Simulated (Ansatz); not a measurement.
NbGa₃ (space group I4/mmm, No. 139)

Space group I4/mmm (No. 139); a = b = 3.773 Å, c = 8.678 Å, α = β = γ = 90.00°

```json
[
 {"atom": "Nb", "site": "2a", "symmetry": "4/mmm", "x": "0.0000", "y": "0.0000", "z": "0.0000"},
 {"atom": "Ga", "site": "2b", "symmetry": "4/mmm", "x": "0.0000", "y": "0.0000", "z": "0.5000"},
 {"atom": "Ga", "site": "4d", "symmetry": "-4m2", "x": "0.0000", "y": "0.5000", "z": "0.2500"}
]
```
(The calculation used a cell of 4 atoms; values per cell refer to that cell.)

The values are results of PBEsol, PAW, 420 eV (Ansatz, a program for electronic structure; scalar-relativistic without spin-orbit coupling), not measurements. Settings: 17×17×17 k-points, 0.05 eV Fermi–Dirac smearing.

| Property | Result |
|---|---|
| Volume per atom | 15.44 Å³ |
| Density | 8.12 g/cm³ |
| Band gap | zero |
| Total energy | -3931.630 eV/atom (σ→0; compares only within this code and set-up) |

Stability against distortions was not tested. The final runs are not spin-polarised.
